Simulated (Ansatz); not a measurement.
# By hand: energy of configuration A over configuration B

Consider the energy of configuration A over configuration B. The value is E(A) − E(B).

A: a slab of Pd (fcc, Fm-3m) cut along (111), 14 atoms, hexagonal cell of 4.83 Å (20.2 Å²), symmetry P31m, 9.4 Å thick under 16 Å of vacuum, in-plane vectors held at the crystal's; planes from bottom to top: Pd3 × 4 | C | O, its two faces unlike (dipole correction applied); added, foreign or displaced atoms, above the top plane: CO bound through C to 3 Pd at 2.07 Å; spin state with PBE: run without spin.

B: a slab of Pd (fcc, Fm-3m) cut along (111), 14 atoms, hexagonal cell of 4.83 Å (20.2 Å²), symmetry P31m, 9.9 Å thick under 16 Å of vacuum, in-plane vectors held at the crystal's; planes from bottom to top: Pd3 × 4 | C | O, its two faces unlike (dipole correction applied); added, foreign or displaced atoms, above the top plane: CO bound through C to 1 Pd at 1.86 Å; spin state with PBE: run without spin.

Ansatz (an electronic-structure program) with PAW potentials; structures come from PBE relaxations, nuclei static, no net charge. Ansatz runs with its PAW set soft_1. A dispersion term (D3(BJ), or D4 for r2SCAN) was computed beside these levels and is taken off wherever the name lacks it. Cell A has symmetry P31m and got no random move, so less symmetric positions, which may lie lower, weren't tried. Cell B has symmetry P31m and got no random move, so less symmetric positions, which may lie lower, weren't tried.

Total energies of the cells in eV, at zero smearing width. They compare only within one column; the weights balance every element.

| cell | atoms | weight | PBE |
|---|---|---|---|
| A: Pd(111) slab with CO | 14 | +1 | -84490.06916 |
| B: Pd(111) slab with CO | 14 | −1 | -84489.51680 |

PBE: (-84490.06916) − (-84489.51680) = -0.552 eV.

What follows from the PBE value: With equal degeneracies and no entropy terms, the ratio of A to B in equilibrium is exp(−ΔE/k_BT) with ΔE = -0.552 eV: 1.9×10^9 at 300 K and 610 at 1000 K.
